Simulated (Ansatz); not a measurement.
Start from ZrS2 in the CdI2 type structure (space group P-3m1, No. 164; a = 3.5781 Å, c = 5.5398 Å; layered, stacked along the Cartesian z axis).

One thing is altered: a free-standing slab of 1 layer (3 atoms, 3 a layer) is cut normal to the stacking axis, with 15 Å of vacuum and the in-plane cell relaxed.

Levels (all Ansatz, a first-principles code, PAW): PBEsol-D3(BJ) (420 eV, no SOC); r2SCAN (500 eV, without spin-orbit coupling); HSE06 (420 eV, no spin-orbit coupling).

One geometry, relaxed with PBEsol-D3(BJ), under each level:

| level | band gap | lowest conduction level above the VBM at special points |
|---|---|---|
| PBEsol-D3(BJ) | 0.94 eV | M 0.94 eV; Γ 1.61 eV; K 2.43 eV |
| r2SCAN | … | … |
| HSE06 | 1.80 eV | M 1.80 eV; Γ 2.57 eV; K 3.48 eV |

Question: Give the withheld r2SCAN results.

Answer: 
- r2SCAN, band gap: 1.33 eV
- r2SCAN, lowest conduction level above the VBM at special points: M 1.33 eV; Γ 2.00 eV; K 2.88 eV

Single points use the geometry relaxed with PBEsol-D3(BJ). HSE06 was sampled on its mesh, a few special points and the semilocal edge points, so its gap is an upper bound. No phonon test of stability was made.
